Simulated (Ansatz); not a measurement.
Here is the system:

```
CELL_PARAMETERS angstrom
      3.73300     0.00000     0.00000
      1.86650     3.23287     0.00000
      1.86650    -1.07762     3.14379
ATOMIC_POSITIONS crystal
  Ga 0.99691 0.00154 0.00463
  P  0.50309 0.24846 0.74537
```

No spin polarisation.

All numbers come from LDA (Ansatz, an electronic-structure program, PAW, no spin-orbit coupling). Γ-centred 11×11×11 mesh, Fermi–Dirac width 0.05 eV.

Task: What is the computed valence-band top at Γ (three highest levels, from the VBM)?

Result: 0.00, 0.00, -0.29 eV.

Task: Estimate the band gap.

Result: 1.17 eV.

Task: What is the computed smallest direct gap?

Result: 1.97 eV.

Task: Predict the mean in-plane stress (compression positive).

Result: +4.6 GPa.

The cells carry an imposed strain or load. No phonon test of stability was made. The cell was made from GaP in the zinc blende structure (space group F-43m, No. 216) by this change: biaxial strain −2.08 %, plane normal [111], relaxed out of plane.
